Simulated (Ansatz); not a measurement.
The parent structure is HfC in the rock salt structure (space group Fm-3m, No. 225; a = 4.652 Å).

All numbers come from PBE, PAW, 420 eV (Ansatz, a quantum-chemistry and plane-wave program; no spin-orbit coupling).

For the base:

The volume per atom comes out as 12.58 Å³.

Modification: a hydrostatic pressure of 45 GPa.

Estimate the effect on the volume per atom.

The volume per atom decreases by 1.70 Å³ to 10.88 Å³.

Load acts through the strain it causes; cell and atoms are relaxed under it. Whether these cells are dynamically stable was not tested. Competing high-pressure phases were not computed. All final runs are without spin polarisation.
